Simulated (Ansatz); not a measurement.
The starting structures come from a database of crystals and need not be the phases stable at ambient conditions.

By PBEsol, the system below comes out a metal.

The ballistic (Sharvin) conductance counts the channels at the Fermi level: G/A = (e²/h) × channels of both spins per area.

Here is the system:

```yaml
crystal:
  lattice:
    - [5.23726, 0.00000, 0.00000]
    - [0.00000, 6.11103, 0.00000]
    - [0.00000, 0.00000, 4.75632]
  atoms:
    - { symbol: W, position: [0.91881, 0.12358, 0.24480] }
    - { symbol: W, position: [0.08119, 0.87642, 0.75520] }
    - { symbol: W, position: [0.41881, 0.37642, 0.25520] }
    - { symbol: W, position: [0.58119, 0.62358, 0.74480] }
    - { symbol: W, position: [0.08119, 0.37642, 0.74480] }
    - { symbol: W, position: [0.91881, 0.62358, 0.25520] }
    - { symbol: W, position: [0.58119, 0.12358, 0.75520] }
    - { symbol: W, position: [0.41881, 0.87642, 0.24480] }
    - { symbol: C, position: [0.25000, 0.12175, 0.50000] }
    - { symbol: C, position: [0.75000, 0.87825, 0.50000] }
    - { symbol: C, position: [0.75000, 0.37825, 0.00000] }
    - { symbol: C, position: [0.25000, 0.62175, 0.00000] }
```

The cell is taken as given; by PBEsol it stands under a pressure of -10.4 GPa.

The current flows along the normal of the first two printed cell vectors. No spin-orbit coupling; the value is a mean over 0.1 eV about the Fermi level.

Question: State the ballistic conductance per area according to PBEsol (Ansatz, an electronic-structure program).

Answer: 0.78 × 10¹⁵ S/m² for both spins.
